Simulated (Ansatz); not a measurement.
Start from CaF$_{2}$ in the rutile structure (space group P4_2/mnm, No. 136; a = 5.155 Å, c = 3.541 Å; a hypothetical phase, not in the database extracts checked). Axes: x, y, z lie along a, b, c of the conventional cell.

One thing is altered: the symmetric strain tensor [0.0109 0.0169 0.0075; 0.0169 -0.0059 0.0008; 0.0075 0.0008 -0.0174], atoms relaxed at fixed cell.

Levels (all Ansatz, an electronic-structure program, PAW): PBEsol (420 eV, spin-orbit coupling left out); r2SCAN (500 eV, no spin-orbit coupling); HSE06 (420 eV, no spin-orbit coupling).

One geometry, relaxed with PBEsol, under each level:

```json
[
 {"level": "PBEsol", "band gap": "6.92 eV", "lowest conduction level above the VBM at special points": "Γ 6.92 eV; Z 8.66 eV; U 8.67 eV; X 8.71 eV", "pressure": "1.24 GPa"},
 {"level": "r2SCAN", "band gap": "7.74 eV", "lowest conduction level above the VBM at special points": "Γ 7.74 eV; Z 9.49 eV; U 9.55 eV; X 9.54 eV", "pressure": "2.10 GPa"},
 {"level": "HSE06", "band gap": "(withheld)", "lowest conduction level above the VBM at special points": "(withheld)", "pressure": "–"}
]
```

Problem. Give the withheld HSE06 results.

Solution. 
- HSE06, band gap: 9.13 eV
- HSE06, lowest conduction level above the VBM at special points: Γ 9.13 eV; Z 10.98 eV; U 11.23 eV

Single points use the geometry relaxed with PBEsol. Their cutoffs differ, which shifts pressures a little. No phonon test of stability was made. Labels are those of the standard path for the cell's own space group.
